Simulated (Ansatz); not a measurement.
Ansatz (a first-principles code), DFT, PBE, plane waves, its default PAW files: Al(100) slab of 6 layers, 2x2, N adatom, atoms displaced (Al24N), unrelaxed, 25 atoms. Basis and mesh were picked for this test and aren't claimed converged.

| Property | Result |
|---|---|
| cell | 5.73, 5.73, 21.73 Å; 90, 90, 90° |
| distance to the nearest atom | 2.04 to 2.83 Å |
| task | single point |
| k mesh | 4×4×1 |
| hamiltonian.xc | pbe |
| kind of files | paw |
| scf.occupations.method | fermi_dirac |
| scf.occupations.width | 0.05 eV |
| scf.initial_density.chi_scale | 0.1 |
| output.forces | true |
| binding of workers (--pin) | off |
| k-point pools (--kpoint-pools) | 1 |
| memory maximum (--max-ram) | 8GiB |
| accuracy | medium (default) |
| basis.precision | auto (default) |
| basis.xc_grid | 2 (default) |
| scf.eigensolver.kind | auto (default) |
| scf.convergence.dr2_threshold | 1e-07 (default) |
| scf.lower_state_search | light (default) |
| k-points after symmetry | 10 |
| bands at the start | 64 |
| electrons | 77 |
| plane waves at Γ | 13949 |
| cutoff (eV) | 420 |
| FFT grid | 40×40×150 |
| symmetry operations | 1 |

Settings of this run: scf.mixing.algorithm = broyden, scf.mixing.preconditioner = auto, scf.mixing.beta = 0.1, scf.algorithm = auto; 4 threads.

```tsv
iteration	dr2 (eV)	Hψ
1	1.30e3	4134
2	7.94e2	2563
3	3.52e2	5781
4	1.20e3	4061
5	1.17e3	1582
6	1.59e2	3548
7	1.57e2	751
8	1.25e2	1247
9	9.19e1	1588
10	9.74e0	1766
11	1.41e1	890
12	9.01e0	746
13	3.25e1	1470
14	2.54e1	918
…	…	…
20	2.34e-1	761
21	2.16e-2	860
22	2.86e-2	728
23	2.54e-1	1098
24	2.27e-2	979
25	1.82e-3	562
26	6.02e-4	734
27	4.45e-4	653
…	…	…
31	7.01e-6	613
32	4.08e-6	851
33	2.90e-6	529
34	1.07e-6	1043
35	7.99e-7	529
36	3.43e-7	918
37	1.16e-7	917
38	7.38e-8	1866
```

It converged after 38 SCF iterations.

Question: The cycle is slow. Which setting should be changed?

Answer: Several could match; the one computed here: scf.mixing.beta = 0.7 (15 SCF iterations) or scf.mixing.beta = not set (16 SCF iterations) or scf.mixing.beta = 1 (16 SCF iterations) or scf.mixing.beta = 0.3 (18 SCF iterations), all else kept. In that run the program took: scf.mixing.preconditioner LDOS, scf.eigensolver.kind band_cg, --slots 4. The first change moves the result by: energy under 0.001 meV/atom, forces (largest component) 0.11 meV/Å. Counts are of single runs.

Keys are those of Ansatz 0.2.
